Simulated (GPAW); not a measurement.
GPAW run on ScPb3 (I4/mmm, 4 atoms in the cell): self-consistent single point.

Computed with LDA (Perdew-Wang 92), GPAW PAW datasets LDA (gpaw-data 1.0.1) (plane waves; GPAW).

```xyz
4
Lattice="-2.2673 2.2673 5.5247 2.2673 -2.2673 5.5247 2.2673 2.2673 -5.5247" Properties=species:S:1:pos:R:3 pbc="T T T"
Sc     0.0000     0.0000     0.0000
Pb     0.0000     2.2673     2.7623
Pb     2.2673     0.0000     2.7623
Pb     0.0000     0.0000     5.5247
```

Reference input (self-consistent single point, DFT LDA (Perdew-Wang 92), plane waves, GPAW PAW datasets LDA (gpaw-data 1.0.1)): mode = pw; ecut = 800 eV; xc = LDA; kpts = 7 7 7; mesh shift (steps) = 0 0 0; occupations.name = methfessel-paxton; occupations.width = 0.05 eV; occupations.order = 0; nbands = -12; convergence.forces = 0.001 eV/Å; symmetry.symmorphic = false; symmetry.tolerance = 0.0005. This run's input differs from it in these lines:

```diff
@@ -16,3 +16,3 @@
             xc='LDA',
-            kpts=(7, 7, 7),
+            kpts=(5, 5, 5),
             occupations={'name': 'methfessel-paxton', 'width': 0.05, 'order': 0},
```

The program printed (abridged):

```
     iter     time        total  log10-change:
                         energy   eigst   dens  force
iter:   1 --:--:--   -19.427584
iter:   2 --:--:--   -19.484151   -0.61  -1.62
iter:   3 --:--:--   -19.377527   -1.47  -1.64
iter:   4 --:--:--   -19.390636   -2.18  -1.97
iter:   5 --:--:--   -19.377606c  -2.73  -2.12
iter:   6 --:--:--   -19.382278c  -3.00  -2.41
iter:   7 --:--:--   -19.376350c  -3.89  -2.61
iter:   8 --:--:--   -19.373374c  -3.55  -2.81
iter:   9 --:--:--   -19.373363c  -4.69  -3.10
   [... 2 lines left out ...]
iter:  12 --:--:--   -19.373160c  -5.72  -3.73
iter:  13 --:--:--   -19.373157c  -6.21  -3.71
iter:  14 --:--:--   -19.373150c  -6.38  -3.71
iter:  15 --:--:--   -19.373150c  -6.81  -3.96
iter:  16 --:--:--   -19.373156c  -6.67  -4.03c
iter:  17 --:--:--   -19.373157c  -7.42c -4.30c
iter:  18 --:--:--   -19.373159c  -7.29  -4.30c
iter:  19 --:--:--   -19.373160c  -7.58c -4.38c -16.40c
Converged after 19 iterations.

Dipole moment: (-0.000000, 0.000000, 0.000000) |e|*Ang

Energy contributions relative to reference atoms: (reference = -1721654.429105)

Kinetic:         +9.352657
Potential:      -10.019148
External:        +0.000000
XC:             -18.927023
Entropy (-ST):   -0.004514
Local:           +0.222612
SIC:             +0.000000
--------------------------
Free energy:    -19.375417
Extrapolated:   -19.373160

Showing only first 2 kpts
 Kpt  Band  Eigenvalues  Occupancy
  0    24      5.36504    2.00000
  0    25      6.53383    2.00000
  0    26      7.50290    0.00000
  0    27      7.50290    0.00000

  1    24      5.17290    2.00000
  1    25      5.64100    2.00000
  1    26      7.67811    0.00000
  1    27      7.71181    0.00000

Fermi level: 7.08413

No gap
No difference between direct/indirect transitions
Energy (eV): -19.37316

Forces in eV/Ang:
  0 Sc    0.00000    0.00000    0.00000
  1 Pb    0.00000    0.00000    0.00000
  2 Pb    0.00000    0.00000    0.00000
  3 Pb   -0.00000   -0.00000   -0.00000

Stress tensor:
     0.034064     0.000000     0.000000
     0.000000     0.034064     0.000000
     0.000000     0.000000     0.027461
Stress (GPa, Voigt): [5.4576 5.4576 4.3997 0.     0.     0.    ]
```

The run converged in 19 iterations. GPAW prints stress with tension positive. Against the reference run the free energy goes down by 5.8 meV/atom and the pressure goes from -5.00 to -5.10 GPa.

The starting cell comes from a database of computed structures (which also holds hypothetical and non-ambient phases and stackings), without a prior relaxation at this level. With a pressure of about -5 GPa the cell is away from its equilibrium volume at this level.

Cost on one core of a shared machine: roughly 2 min.
